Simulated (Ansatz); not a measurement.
**The (111) surface of fcc Ir, p(2x2), one Ir site of the top plane empty (bottom of the slab: a bare face, its two planes held)**

Calculation: PBE (plane waves to 420 eV, PAW; Ansatz, a first-principles code).

Slab: 23 atoms, 11.2 Å thick at the start with caps and adatoms (thin: gaps and levels are the slab's own); k 8x8x1, smearing 0.1 eV, dipole-corrected; 8 atoms held, the rest relaxed; symmetry of the start imposed; no spin, no spin-orbit, no U. In PBE it lies 0.13 eV a 1x1 cell over the lowest computed structure of the same composition (one row in 4 of the top plane missing).

```yaml
work_function_of_the_top_face: 5.15 eV
energy_released_by_relaxation: 0.27 eV
cost: about 9 core-minutes (a rough figure)
```
